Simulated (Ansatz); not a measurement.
Start from Si in the diamond structure (space group Fd-3m, No. 227; a = 5.434 Å).

Computed with PBEsol (Ansatz, a first-principles code; PAW; 420 eV plane waves; without spin-orbit coupling).

Strains are applied to the cell and any free atomic positions relax.

One change was made to it. Results:

```json
[
 {"quantity": "band gap", "base": "0.47 eV", "after": "0.59 eV"},
 {"quantity": "pressure", "base": "-0.01 GPa", "after": "-5.93 GPa"}
]
```

Which change produced these results?
(A) isotropic strain −0.50 %
(B) isotropic strain +2.00 %
(C) isotropic strain +2.50 %

C, isotropic strain +2.50 %. For comparison, the pressure in the other runs: isotropic strain +2.00 % gives -4.91 GPa; isotropic strain −0.50 % gives 1.45 GPa.

No phonon test of stability was made.
